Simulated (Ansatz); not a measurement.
**How far a parabola holds: energy against volume of L1₂ (Cu3Au-type) Pt₃Ti**

L1₂ (Cu3Au-type) Pt₃Ti was calculated with PBEsol (PAW; Ansatz, an electronic-structure program). Settings: plane-wave cutoff 520 eV, 14×14×14 k mesh, Fermi–Dirac smearing 0.05 eV, no spin polarisation, scalar-relativistic PAW data made under PBE. The cell has no free parameter but its volume, all volumes share cutoff and mesh, and the runs aren't spin-polarised. Energies are free energies at the run's smearing, counted from the lowest row; static lattice.

| V (Å³/atom) | E (meV/atom) |
|---|---|
| 13.936 | ? |
| 14.233 | 21.24 |
| 14.529 | 5.07 |
| 14.826 | 0.00 |
| 15.122 | 4.77 |
| 15.419 | 18.27 |

Fit E of the 5 rows that show it with a parabola. With u = V - 14.8, the rows have u = -0.5670, -0.2710, 0.0260, 0.3220, 0.6190. Least squares gives E = 0.079 - 5.016·u + 56.208·u². Residuals (row less fit): 0.247, -0.496, 0.013, 0.478, -0.241; standard error 0.545 (degrees of freedom: 2). The fitted curve has its minimum at V = 14.8, where E = -0.03. Its curvature is d²E/dV² = 2 × 56.208 meV/Å⁶, so B = V0·d²E/dV² × 0.1602 = 267 GPa.

Task: Predict the withheld E at V = 13.936 from the fit, and compare with the calculation.

Result: u = -0.8640, so E = 0.079 - 5.016 × (-0.8640) + 56.208 × (-0.8640)² = 46.372 meV/atom. The calculation gives 49.92 meV/atom, 3.548 meV/atom above the prediction (7.1 % of the range of E in the table). The row lies outside the fitted rows, so this is an extrapolation. From the scatter of the fitted rows alone, a prediction at this place has a standard error of 1.291 meV/atom, so the miss is 2.7 times that.

The residuals are curvature that a parabola lacks, not noise. A solid that stiffens under compression and softens on expansion lies above the parabola at the compressed end and under it at the expanded end, as this row does. A third-order Birch-Murnaghan fit to the whole scan has B0 = 266 GPa. Only scans are tabulated whose curvature falls smoothly with volume, and where the parabola meets the shown rows within 5 % of their range and misses the end by 0.1 meV or more.

Spin–orbit coupling is not included.
